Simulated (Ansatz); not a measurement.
Reference: SiC (P6_3mc), PBE with spin-orbit coupling, rigid bands (plane waves, PAW; Ansatz, a quantum-chemistry and plane-wave program); axes and stresses refer to this cell.

```
CELL_PARAMETERS angstrom
      3.07597     0.00000     0.00000
     -1.53798     2.66386     0.00000
      0.00000     0.00000     5.04775
ATOMIC_POSITIONS crystal
  Si 0.33333 0.66667 0.99959
  Si 0.66667 0.33333 0.49959
  C  0.33333 0.66667 0.37541
  C  0.66667 0.33333 0.87541
```

band gap: 2.27 eV
Seebeck coefficient, n-type 1e19 cm⁻³: -233 μV/K
Seebeck coefficient, p-type 1e19 cm⁻³: 392 μV/K

Q: Change: biaxial stress in the c plane of -10 GPa (compression positive). What happens to band gap, Seebeck coefficient, n-type 1e19 cm⁻³, Seebeck coefficient, p-type 1e19 cm⁻³?

A: band gap goes up to 2.41 eV; Seebeck coefficient, n-type 1e19 cm⁻³ goes up in size to -251 μV/K; Seebeck coefficient, p-type 1e19 cm⁻³ drops to 334 μV/K.

Q: Change: biaxial stress in the c plane of -20 GPa (compression positive). What happens to band gap, Seebeck coefficient, n-type 1e19 cm⁻³, Seebeck coefficient, p-type 1e19 cm⁻³?

A: band gap shrinks to 2.17 eV; Seebeck coefficient, n-type 1e19 cm⁻³ rises in size to -306 μV/K; Seebeck coefficient, p-type 1e19 cm⁻³ falls to 280 μV/K.

Q: Change: biaxial stress in the c plane of -5 GPa (compression positive). What happens to band gap, Seebeck coefficient, n-type 1e19 cm⁻³, Seebeck coefficient, p-type 1e19 cm⁻³?

A: band gap grows to 2.38 eV; Seebeck coefficient, n-type 1e19 cm⁻³ moves little, to -234 μV/K; Seebeck coefficient, p-type 1e19 cm⁻³ grows to 416 μV/K.

Q: Change: biaxial stress in the c plane of 10 GPa (compression positive). What happens to band gap, Seebeck coefficient, n-type 1e19 cm⁻³, Seebeck coefficient, p-type 1e19 cm⁻³?

A: band gap falls to 2.06 eV; Seebeck coefficient, n-type 1e19 cm⁻³ moves little, to -231 μV/K; Seebeck coefficient, p-type 1e19 cm⁻³ moves little, to 390 μV/K.

Q: Change: hydrostatic pressure of -15 GPa (compression positive). What happens to band gap, Seebeck coefficient, n-type 1e19 cm⁻³, Seebeck coefficient, p-type 1e19 cm⁻³?

A: band gap grows to 2.41 eV; Seebeck coefficient, n-type 1e19 cm⁻³ moves little, to -238 μV/K; Seebeck coefficient, p-type 1e19 cm⁻³ moves little, to 383 μV/K.

Q: Change: uniaxial stress along c of 10 GPa (compression positive). What happens to band gap, Seebeck coefficient, n-type 1e19 cm⁻³, Seebeck coefficient, p-type 1e19 cm⁻³?

A: band gap moves little, to 2.32 eV; Seebeck coefficient, n-type 1e19 cm⁻³ moves little, to -232 μV/K; Seebeck coefficient, p-type 1e19 cm⁻³ decreases to 322 μV/K.

Seebeck coefficients are for the stated density at 300 K, with one relaxation time for all states and whether or not that doping can be reached. Stresses and pressures are the targets of the relaxation.  The structure type is held under load, also where the real crystal would transform.
